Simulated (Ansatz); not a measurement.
Sensitivity of a calculation on Ca₅Ir (Pnma, 24 atoms in the cell) to its settings

```
CELL_PARAMETERS angstrom
      7.66032     0.00000     0.00000
      0.00000    15.76290     0.00000
      0.00000     0.00000     6.78580
ATOMIC_POSITIONS crystal
  Ca 0.59239 0.25000 0.65392
  Ca 0.40761 0.75000 0.34608
  Ca 0.90761 0.75000 0.15392
  Ca 0.09239 0.25000 0.84608
  Ca 0.69329 0.56687 0.35847
  Ca 0.30671 0.43313 0.64153
  Ca 0.80671 0.43313 0.85847
  Ca 0.19329 0.56687 0.14153
  Ca 0.19329 0.93313 0.14153
  Ca 0.80671 0.06687 0.85847
  Ca 0.30671 0.06687 0.64153
  Ca 0.69329 0.93313 0.35847
  Ca 0.96645 0.14603 0.32258
  Ca 0.03355 0.85397 0.67742
  Ca 0.53355 0.85397 0.82258
  Ca 0.46645 0.14603 0.17742
  Ca 0.46645 0.35397 0.17742
  Ca 0.53355 0.64603 0.82258
  Ca 0.03355 0.64603 0.67742
  Ca 0.96645 0.35397 0.32258
  Ir 0.73870 0.75000 0.53438
  Ir 0.26130 0.25000 0.46562
  Ir 0.76130 0.25000 0.03438
  Ir 0.23870 0.75000 0.96562
```

Base run A: PBEsol, default PAW files made with PBE (Ansatz, a quantum-chemistry and plane-wave program), self-consistent single point.

Its settings: basis.ecutwfc = 420 eV; kpoints.mp_grid.grid = 3 2 3; hamiltonian.xc = pbesol; hamiltonian.pseudopotentials = {kind: paw} (the program's default PAW files); scf.occupations.method = fermi_dirac; scf.occupations.width = 0.1 eV.

The starting cell comes from a database of computed structures (which also holds hypothetical and non-ambient phases and stackings), without a prior relaxation at this level. Spin polarisation is off. Ansatz's pressure includes its estimate of the finite-basis (Pulay) stress.

ΔF is the free energy per atom less that of run A. 

Run A gave: pressure (GPa) -1.38; largest force (eV/Å) 0.089; k-points 8.

Runs:
- B: kpoints.mp_grid.grid: 3 2 3 → 2 1 3
- C: scf.occupations.width: 0.1 eV → 0.15 eV
- D: scf.convergence.dr2_threshold: default (1e-07 eV) → 0.1 eV
- E: scf.mixing.preconditioner: default (the program chose Kerker) → kerker; scf.mixing.q_tf: default → 0.2
- F: scf.mixing.algorithm: default (the program chose MSR1) → broyden; scf.mixing.beta: default → 0.02
- G: scf.mixing.algorithm: default (the program chose MSR1) → anderson

Q: What does run C change against A?

A: The free energy goes down by 14.8 meV/atom, the pressure moves little (-1.38 to -1.35 GPa) and the largest force hardly changes (0.089 to 0.088 eV/Å).

| run | ΔF (meV/atom) | pressure (GPa) | largest force (eV/Å) | k-points |
|---|---|---|---|---|
| A | 0.00 | -1.38 | 0.089 | 8 |
| B | -5.9 | -1.38 | 0.099 | 4 |
| C | -14.8 | -1.35 | 0.088 | 8 |
| D | 0.00 | -1.38 | 0.089 | 8 |
| E | 0.00 | -1.38 | 0.089 | 8 |
| F | 0.00 | -1.38 | 0.089 | 8 |
| G | 0.00 | -1.38 | 0.089 | 8 |

Keys are those of Ansatz 0.2.
